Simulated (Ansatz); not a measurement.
The starting structures come from a database of crystals and need not be the phases stable at ambient conditions.

Inside the gap of an insulator the Bloch states are evanescent, with a wavenumber k + iκ along the transport direction.

Given:

```xyz
20
Lattice="5.7957 0.0000 0.0000 2.7985 5.0753 0.0000 2.8336 1.6734 9.6012" Properties=species:S:1:pos:R:3 pbc="T T T"
Sc     4.3842     0.9099     4.8102
Sc     1.4970     2.5632     0.0096
Sc     4.3222     4.2740     2.4061
Sc     7.2466     2.5578     7.2067
Bi     7.4967     2.2408     3.5208
Bi     6.9989     6.3195     8.3214
Bi     4.0304     4.5446     6.0757
Bi     4.5090     0.4983     1.2750
O      3.9150     2.5892     3.5544
O      5.5746     3.0148     8.3550
O      3.3370     1.8406     6.3791
O      1.8063     1.1968     1.5784
O      6.2827     1.5594     5.5870
O      2.9824     3.9120     0.7863
O      5.3096     5.2843     4.0440
O      8.6080     2.9347     8.8447
O      9.9312     5.6013     8.0180
O      8.2836     5.1554     3.2174
O      6.0388     3.7346     1.3259
O      7.6030     4.3215     6.1265
```

The cell is taken as given; by r2SCAN it stands under a pressure of -4.4 GPa.

Transport runs along the normal of the first two printed cell vectors.

The gap is the functional's own, uncorrected, and κ follows it; spin-orbit coupling is left out. Mid-gap means the computed energy nearest the middle.

Give the band gap and the smallest decay constant κ at mid-gap that r2SCAN (Ansatz, a program for electronic structure) yields.

Gap 3.09 eV on a 6×6×4 mesh; κ = 0.329 1/Å, at (0.500, 0.500) of the in-plane reciprocal vectors. At the zone centre the slowest state has κ = 0.39 1/Å.
